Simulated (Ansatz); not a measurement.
## SnO: pressure series

Consider SnO (space group P4/nmm, No. 129; a = 3.8371 Å, c = 4.7588 Å; layered, stacked along the Cartesian z axis).

Cell and atoms are relaxed at each pressure.

Computed with PBE-D3(BJ), PAW, 420 eV (Ansatz, a quantum-chemistry and plane-wave program; spin-orbit coupling left out).

Two rows of this table had their results exchanged by mistake.

```tsv
pressure	volume per atom (Å³)	shortest distance (Å)	band gap
pressure −1 GPa	18.14	2.248	0.21 eV
pressure 0.3 GPa	17.37	2.239	zero
pressure 0.7 GPa	17.18	2.237	zero
pressure 1.5 GPa	16.85	2.232	zero
pressure 3 GPa	16.32	2.224	zero
pressure 5 GPa	14.82	2.193	zero
pressure 7.5 GPa	15.24	2.203	zero
pressure 10 GPa	15.76	2.214	zero
```

Task: Which two?

Result: The rows for pressure 5 GPa and pressure 10 GPa: the volume has to fall steadily with pressure, so 15.76 Å³ belongs to pressure 5 GPa and 14.82 Å³ to pressure 10 GPa.

Load acts through the strain it causes; cell and atoms are relaxed under it. Stability against distortions was not tested. No other phases were tried under pressure. All final runs are without spin polarisation. The zero or small gap of SnO can change with the level of theory.
